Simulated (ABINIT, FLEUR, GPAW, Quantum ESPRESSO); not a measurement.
## Bulk modulus against equilibrium volume of rock-salt BaS (space group 225) over programs and functionals

Each row is a third-order Birch-Murnaghan fit to seven to nine volumes of rock-salt BaS (space group 225) in one program and functional, each with its own basis, cutoff and mesh; V0 is in Å^3/atom and B0 in GPa. Along one equation of state d ln B/d ln V = -B', so if levels differed mainly by where they put the minimum, ln B0 would fall on a line in ln V0 with a slope near -B0'.

| program, functional, potentials | ln V0 | ln B0 | V0 (Å^3/atom) | B0 (GPa) |
|---|---|---|---|---|
| ABINIT, LDA, PseudoDojo | 3.427 | 3.929 | 30.79 | 50.8 |
| FLEUR, LDA, all-electron | 3.430 | 3.929 | 30.87 | 50.8 |
| Quantum ESPRESSO, LDA, GBRV | 3.435 | 3.927 | 31.04 | 50.8 |
| GPAW, LDA, PAW | 3.439 | 3.919 | 31.15 | 50.4 |
| ABINIT, PBEsol, PseudoDojo | 3.456 | 3.840 | 31.69 | 46.5 |
| Quantum ESPRESSO, PBEsol, GBRV | 3.463 | 3.838 | 31.93 | 46.4 |
| GPAW, PBEsol, PAW | 3.467 | 3.830 | 32.05 | 46.1 |
| ABINIT, PBE, PseudoDojo | 3.502 | 3.731 | 33.17 | 41.7 |
| FLEUR, PBE, all-electron | 3.506 | 3.730 | 33.32 | 41.7 |
| Quantum ESPRESSO, PBE, GBRV | 3.508 | 3.731 | 33.39 | 41.7 |
| Quantum ESPRESSO, PBE, PSlibrary PAW | 3.509 | 3.725 | 33.41 | 41.5 |
| GPAW, PBE, PAW | 3.512 | ? | 33.52 | ? |

Using a straight line, estimate the missing ln B0 at ln V0 = 3.512 from the other rows, showing the fit.

With u = ln V0 - 3.467, the rows have u = -0.040000, -0.037000, -0.032000, -0.028000, -0.011000, -0.004000, 0.000000, 0.035000, 0.039000, 0.041000, 0.042000. Means: u 0.00045455, ln B0 3.8299. About the means, the sum of products is -0.029195 and the sum of squares of u is 0.011103; the slope is their ratio. Least squares gives ln B0 = 3.8311 - 2.629·u. Residuals (row less fit): -0.0073, 0.0006, 0.0118, 0.0143, -0.0200, -0.0036, -0.0011, -0.0081, 0.0014, 0.0077, 0.0043; standard error 0.0103 (degrees of freedom: 9). The slope is -2.6; the rows' own B0' run from 4.4 to 4.6, so the line is flatter than -B0': at one and the same volume the levels with the larger V0 are the stiffer ones. At the withheld row, u = 0.045000, so ln B0 = 3.8311 - 2.629 × 0.045000 = 3.7128. The calculation gives 3.722, 0.0092 above the prediction (4.4 % of the range of ln B0 in the table). The row lies outside the fitted rows, so this is an extrapolation. From the scatter of the fitted rows alone, a prediction at this place has a standard error of 0.0116, so the miss is 0.8 times that.

The runs keep the symmetry of the cell, so they don't test it for distortions. The LDA file for Ba was generated anew from PseudoDojo's inputs, some of which were changed. The PBEsol file for Ba was generated anew from PseudoDojo's inputs, some of which were changed. FLEUR's values depend on its sphere radii, cutoffs and local orbitals, which need not be converged. Spin polarisation is off, and so is spin-orbit coupling; occupations are Fermi-Dirac, smeared by 0.05 eV in metals and 0.01 eV otherwise. Cutoffs and mesh are single choices, not tested for convergence of this quantity. No row is a reference.
